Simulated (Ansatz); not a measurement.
# V2O3 in the corundum structure (space group R-3c, No. 167; ferromagnetic)

```
CELL_PARAMETERS angstrom
      2.38729     1.37830     4.74281
     -2.38729     1.37830     4.74281
      0.00000    -2.75661     4.74281
ATOMIC_POSITIONS crystal
  V  0.16026 0.16026 0.16026
  V  0.83974 0.83974 0.83974
  V  0.33974 0.33974 0.33974
  V  0.66026 0.66026 0.66026
  O  0.57570 0.25000 0.92430
  O  0.42430 0.75000 0.07570
  O  0.75000 0.07570 0.42430
  O  0.25000 0.92430 0.57570
  O  0.07570 0.42430 0.75000
  O  0.92430 0.57570 0.25000
```

Method: PBEsol (Ansatz, a quantum-chemistry and plane-wave program), scalar-relativistic without spin-orbit coupling. Γ-centred 12×12×12 mesh, Fermi–Dirac width 0.05 eV.

Volume per atom: 9.36 Å³
Density: 5.32 g/cm³
Band gap: zero
Magnetic state: ferromagnetic
Total energy: -1491.452 eV/atom (σ→0; compares only within this code and set-up)

Other magnetic orders, which the real material may have, were not ruled out. No phonon test of stability was made. No Hubbard U is applied, and correlation can decide whether such a compound is a metal. The base started in C2/c and relaxed to R-3c at this level.
